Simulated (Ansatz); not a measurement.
A hypothetical phase is included: elements placed on a structure type, which no database files for this compound.

By r2SCAN, the system below comes out a metal.

Data:

```yaml
crystal:
  lattice:
    - [4.82218, 0.00000, 0.00000]
    - [0.00000, 6.81960, 0.00000]
    - [0.00000, 3.40980, 3.40980]
  atoms:
    - { symbol: Si, position: [0.50000, 0.75000, 0.25000] }
    - { symbol: Si, position: [0.50000, 0.25000, 0.75000] }
    - { symbol: Si, position: [0.75000, 0.00000, 0.50000] }
    - { symbol: Si, position: [0.25000, 0.00000, 0.50000] }
    - { symbol: Si, position: [0.00000, 0.50000, 0.75000] }
    - { symbol: Si, position: [0.00000, 0.50000, 0.25000] }
    - { symbol: Si, position: [0.00000, 0.00000, 0.00000] }
    - { symbol: Si, position: [0.50000, 0.50000, 0.00000] }
```

The cell was relaxed by PBE-D3(BJ); by r2SCAN it stands under a pressure of 1.0 GPa.

The current flows along the normal of the first two printed cell vectors, the (110) plane of the conventional cell. No spin-orbit coupling; the value is a mean over 0.1 eV about the Fermi level.

Question: Give the ballistic conductance per area that r2SCAN (Ansatz, a first-principles code) yields.

Answer: 2.0 × 10¹⁵ S/m² for both spins.
